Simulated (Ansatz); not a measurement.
## Hypothetical cubic perovskite SrSnSe3: response to strain

The reference is SrSnSe$_{3}$ in the cubic perovskite structure (space group Pm-3m, No. 221; a = 5.271 Å; a hypothetical phase, not in the database extracts checked). Axes: x, y, z lie along the cube axes.

Strains are applied to the cell and any free atomic positions relax; under biaxial strain the out-of-plane vector relaxes too; under stress the whole cell relaxes.

Method: r2SCAN (Ansatz, an electronic-structure program, PAW, no spin-orbit coupling).

Notes on the quantities. energy relative to the base: free energy F; pressure: mean of the normal stresses, compression positive.

```tsv
variant	energy relative to the base	pressure	shortest interatomic distance	space group
base	0 meV/atom	0.0 GPa	2.635 Å	Pm-3m (No. 221)
biaxial strain −2.96 %, plane normal [001], relaxed out of plane	+20 meV/atom	2.7 GPa	2.557 Å	P4/mmm (No. 123)
biaxial strain −0.78 %, plane normal [111], relaxed out of plane	+0.8 meV/atom	0.4 GPa	2.629 Å	R-3m (No. 166)
biaxial strain +1.75 %, plane normal [111], relaxed out of plane	+3.6 meV/atom	-0.7 GPa	2.650 Å	R-3m (No. 166)
isotropic strain −3.67 %	+64 meV/atom	7.4 GPa	2.539 Å	Pm-3m (No. 221)
uniaxial strain ε_xx = +1.89 %	+3.1 meV/atom	-0.9 GPa	2.635 Å	P4/mmm (No. 123)
uniaxial strain ε_xx = +3.96 %	+13 meV/atom	-1.7 GPa	2.635 Å	P4/mmm (No. 123)
uniaxial stress, 0.5 GPa tension along x	+0.3 meV/atom	–	2.632 Å	P4/mmm (No. 123)
tensor shear ε_xz = −2.93 %	+4.8 meV/atom	0.1 GPa	2.635 Å	Cmmm (No. 65)
```

Without a gap, meshes like the base's 9×9×9 leave anisotropic stresses uncertain by several tenths of a GPa, and small strain energies with them. Beyond what the load breaks, stability against distortions was not tested. The final runs are not spin-polarised. Many cubic perovskites are stable only at high temperature; tilts and polar distortions were not tested.
